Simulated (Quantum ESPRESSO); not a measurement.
A self-consistent single point of TiZn3 (P1, 4 atoms in the cell) with Quantum ESPRESSO.

Computed with LDA (PZ), GBRV 1.5 ultrasoft (LDA) pseudopotentials (plane waves; Quantum ESPRESSO).

```xyz
4
Lattice="3.8808 0.0000 0.0000 0.0000 3.8808 0.0000 0.0000 0.0000 3.8808" Properties=species:S:1:pos:R:3 pbc="T T T"
Ti    -0.0178     0.0377     0.0039
Zn     0.0096     1.9335     1.9228
Zn     1.9921     0.0181     1.9432
Zn     1.8969     1.8915     0.0109
```

Reference input (self-consistent single point, DFT, PBEsol, plane waves, GBRV 1.5 ultrasoft (PBESOL) pseudopotentials): ecutwfc = 50 Ry; ecutrho = 400 Ry; occupations = smearing; smearing = fd; degauss = 0.0099958 Ry; potentials = {Ti: ti_pbesol_v1.4.uspp.F.UPF, Zn: zn_pbesol_v1.uspp.F.UPF}; K_POINTS = automatic 5 5 5 0 0 0; conv_thr = 1e-09 Ry; mixing_beta = 0.3. This run's input differs from it in these lines:

```diff
@@ -23,4 +23,4 @@
 ATOMIC_SPECIES
-Ti    47.8670  ti_pbesol_v1.4.uspp.F.UPF
-Zn    65.3800  zn_pbesol_v1.uspp.F.UPF
+Ti    47.8670  ti_lda_v1.4.uspp.F.UPF
+Zn    65.3800  zn_lda_v1.uspp.F.UPF
 ATOMIC_POSITIONS {crystal}
```

Output, abridged:

```
     Self-consistent Calculation

     iteration #  1     ecut=    50.00 Ry     beta= 0.30

     total energy              =   -1487.42377596 Ry
     estimated scf accuracy    <      36.64199266 Ry

     iteration #  2     ecut=    50.00 Ry     beta= 0.30

     total energy              =   -1504.00399582 Ry
     estimated scf accuracy    <      14.22717560 Ry

     iteration #  3     ecut=    50.00 Ry     beta= 0.30

     total energy              =   -1503.67597592 Ry
     estimated scf accuracy    <       4.99383684 Ry

   [... 11 blocks of this kind left out ...]

     iteration # 15     ecut=    50.00 Ry     beta= 0.30

     negative rho (up, down):  4.289E-04 0.000E+00

     total energy              =   -1503.03058884 Ry
     estimated scf accuracy    <       0.00000001 Ry

     iteration # 16     ecut=    50.00 Ry     beta= 0.30

     negative rho (up, down):  4.290E-04 0.000E+00
     End of self-consistent calculation

     the Fermi energy is    13.8924 ev

!    total energy              =   -1503.03058884 Ry
     estimated scf accuracy    <          1.7E-10 Ry
     smearing contrib. (-TS)   =      -0.01452076 Ry
     internal energy E=F+TS    =   -1503.01606809 Ry

     convergence has been achieved in  16 iterations

     negative rho (up, down):  4.290E-04 0.000E+00

     Forces acting on atoms (cartesian axes, Ry/au):

     atom    1 type  1   force =     0.00681400   -0.01891344   -0.00295091
     atom    2 type  2   force =    -0.00138763    0.00815738    0.00415610
     atom    3 type  2   force =    -0.01030571   -0.00405627    0.00089918
     atom    4 type  2   force =     0.00487934    0.01481233   -0.00210437

     Total force =     0.029491     Total SCF correction =     0.000009

     negative rho (up, down):  4.290E-04 0.000E+00
          total   stress  (Ry/bohr**3)                   (kbar)     P=      -63.49
  -0.00042598   0.00001042  -0.00000284          -62.66        1.53       -0.42
   0.00001042  -0.00044221   0.00000286            1.53      -65.05        0.42
  -0.00000284   0.00000286  -0.00042664           -0.42        0.42      -62.76

   JOB DONE.
```

The run converged in 16 iterations. Against the reference run the pressure goes from -2.04 to -6.35 GPa and the largest force goes from 0.565 to 0.522 eV/Å.

The starting cell comes from a database of computed structures (which also holds hypothetical and non-ambient phases and stackings), without a prior relaxation at this level. Its atoms were displaced at random from the sites of space group no. 221. Spin polarisation is off. With a pressure of about -6 GPa the cell is away from its equilibrium volume at this level.

Cost on one core of a shared machine: roughly 2 min.
